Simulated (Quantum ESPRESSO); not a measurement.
Band structure of EuO (Fm-3m, 2 atoms in the cell).

```
EuO
1.0
   -2.49861     0.00000     2.49861
    0.00000     2.49861     2.49861
   -2.49861     2.49861     0.00000
Eu O
1 1
Direct
  0.00000   0.00000   0.00000
  0.50000   0.50000   0.50000
```
Moments meant for the start (each program seeds them in its own way; μB, in the order of the atoms Eu O): 7.0 0.0.

Method of the run: LDA (PZ), SSSP 1.1.2 efficiency (PBE) pseudopotentials (plane waves; Quantum ESPRESSO).

Settings: ecutwfc = 55 Ry; ecutrho = 440 Ry; occupations = smearing; smearing = methfessel-paxton; degauss = 0.0099958 Ry; nspin = 2; input_dft = pz; potentials = {Eu: Eu.GGA-PBE-paw-v1.0.UPF, O: O.pbe-n-kjpaw_psl.0.1.UPF}; K_POINTS = automatic 6 6 6 0 0 0; conv_thr = 1e-11 Ry; mixing_beta = 0.4.

The starting cell comes from a database of computed structures (which also holds hypothetical and non-ambient phases and stackings), without a prior relaxation at this level. Its lattice was rescaled by a random factor within 2.5 % of one. Spin-orbit coupling is off. With one magnetic atom in the cell only a parallel order is possible. With U or open f shells several self-consistent states can exist. The f electrons are in the valence without U or exact exchange, which can misplace them near the Fermi level. Spin-orbit terms, which matter for f shells, are left out.

Levels in eV from the Fermi level, bands 12 to 18 of the first spin channel:
```json
[
 {"point": "Γ", "12": "-0.19", "13": "0.04", "14": "0.15", "15": "0.15", "16": "0.15", "17": "1.50", "18": "1.50"},
 {"point": "X", "12": "-0.35", "13": "-0.35", "14": "-0.26", "15": "0.03", "16": "0.03", "17": "3.80", "18": "5.97"},
 {"point": "W", "12": "-0.39", "13": "-0.26", "14": "-0.26", "15": "-0.24", "16": "1.97", "17": "1.97", "18": "4.62"},
 {"point": "K", "12": "-0.36", "13": "-0.33", "14": "-0.25", "15": "-0.13", "16": "0.75", "17": "4.03", "18": "4.84"},
 {"point": "L", "12": "-0.26", "13": "-0.26", "14": "-0.24", "15": "-0.18", "16": "2.37", "17": "4.57", "18": "4.57"},
 {"point": "U", "12": "-0.36", "13": "-0.33", "14": "-0.25", "15": "-0.13", "16": "0.75", "17": "4.03", "18": "4.84"}
]
```

Bands cross the Fermi level along this path, so the cell is metallic at this level.

The net moment of the cell came out as 6.86 μB.
